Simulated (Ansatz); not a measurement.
System: BGeCN (model structure, started from the AlSiCN type, P3m1, No. 156, 4 atoms in the cell). Method: r²SCAN in Ansatz (PAW).

Excerpt of the program's output:

```
Relaxation: its limit of steps is 80 (relax.max_steps)
Crystal: 4 atoms, lattice volume = 35.543 Å³
Basis set: ecut = 560 eV, 1087 PW (Γ), exchange–correlation on 72×72×120 points (27 copies of the dense FFT grid, shifted against one another)
Bands: 17, of which v1, the nominal top of the filled ones, is band 13 counted from 1 (12 counted from 0)
Symmetry: 6 space group operations
Space group: P3m1 (ITA 156), of the structure as read, at distance tolerance 3.3e-5 Å
k-points: 131 of 1152 (time reversal used)
Functional: x = r2scan, c = r2scan; τ floored in thin density (d = 2e-4 eV/Å³)
SCF iter   1: F=—  HF=-5095.422246 eV  |F-HF|=—  |Δ(HF+E_count)|=         —  Δρ=1.04e-2  dr2=4.30e-2  dr2_τ=3.86e-1
SCF iter   2: F=—  HF=-5095.508087 eV  |F-HF|=—  |Δ(HF+E_count)|=   8.58e-2  Δρ=5.18e-3  dr2=7.67e-3  dr2_τ=4.29e-4
  ...
SCF 1 converged in 7 iterations: F = -5095.507504 eV  dr2 = 7.09e-8
Crystal: 4 atoms, lattice volume = 35.543 Å³
Initial density: handed on by an earlier stage of this run
SCF 2 converged in 4 iterations: F = -5095.507967 eV  dr2 = 1.37e-7
Crystal: 4 atoms, lattice volume = 35.543 Å³
SCF 3 converged in 4 iterations: F = -5095.507988 eV  dr2 = 1.00e-8
Crystal: 4 atoms, lattice volume = 35.543 Å³
SCF 4 converged in 4 iterations: F = -5095.508003 eV  dr2 = 1.65e-9
Crystal: 4 atoms, lattice volume = 35.543 Å³
SCF 5 converged in 4 iterations: F = -5095.508004 eV  dr2 = 5.09e-10
Crystal: 4 atoms, lattice volume = 35.543 Å³
SCF iter   5: F=—  HF=-5095.508007 eV  |F-HF|=—  |Δ(HF+E_count)|=  8.37e-11  Δρ=1.22e-7  dr2=7.14e-12  dr2_τ=2.34e-13
SCF iter   6: F=-5095.508007 eV  HF=-5095.508007 eV  |F-HF|=9.09e-13  |Δ(HF+E_count)|=  5.46e-12  Δρ=5.92e-8  dr2=9.10e-13  dr2_τ=8.72e-14
SCF 6 converged in 6 iterations: F = -5095.508007 eV  dr2 = 9.10e-13
SCF converged after 6 iterations
Free energy (F): -5095.508007 eV
Internal energy: -5095.508007 eV  (E = F + TS)
E sigma→0 (E₀):  -5095.508007 eV
Fermi energy:    13.207105 eV
--- Forces (eV/Å), atoms counted from 1 ---
  atom   1  B      0.00000000    -0.00000000    -0.00007765
  atom   2  Ge     0.00000000    -0.00000000     0.00012142
  atom   3  C      0.00000000     0.00000000     0.00010087
  atom   4  N     -0.00000000     0.00000000    -0.00018975
--- Stress (GPa, compression-positive) ---
        5.001099      -0.000000       0.000000
       -0.000000       5.001099       0.000000
        0.000000       0.000000       5.002317
  P = ⅓ Tr σ = 5.0015 GPa (50.015 kbar)
```

**Question.** Write an input file that could have produced this run (the log leaves some choices open).

**Answer.** One answer among several that fit: 
Ansatz 0.2 input:
```yaml
crystal:
  lattice:
    - [2.9391511973, 0.0000002714, 0.0]
    - [-1.4695758337, 2.5453794667, 0.0]
    - [0.0, 0.0, 4.7509754249]
  atoms:
    - { symbol: B, position: [0.3333333333, 0.6666666667, 0.4875072805] }
    - { symbol: Ge, position: [0.6666666667, 0.3333333333, 1.0036442099] }
    - { symbol: C, position: [0.3333333333, 0.6666666667, 0.1553950266] }
    - { symbol: N, position: [0.6666666667, 0.3333333333, 0.603443483] }
basis:
  ecutwfc: 560
  ecutrho_ratio: 4
  xc_grid: 3
kpoints:
  mp_grid: { grid: [12, 12, 8] }
hamiltonian:
  xc: r2scan
  dispersion: none
  pseudopotentials: { kind: paw }
scf:
  occupations: { method: fermi_dirac, width: 0.01 }
output:
  forces: true
  stress: true
  eigenvalues: true
relax:
  f_tol: 0.004
  escape_saddle: false
  max_steps: 80
  cell: { stress_tol: 0.02, fix: [volume] }
```

The cell is one volume of an energy–volume scan, off the minimum.

The PAW data were made under PBE.

Note: the relaxation could raise the start's symmetry but not lower it, so the cell can be a saddle point.

A model structure was made by putting elements into a prototype or built by hand; it is no filed structure, need not be a known phase, and can be a saddle point held by its symmetry.

Ansatz is a program for electronic structure.
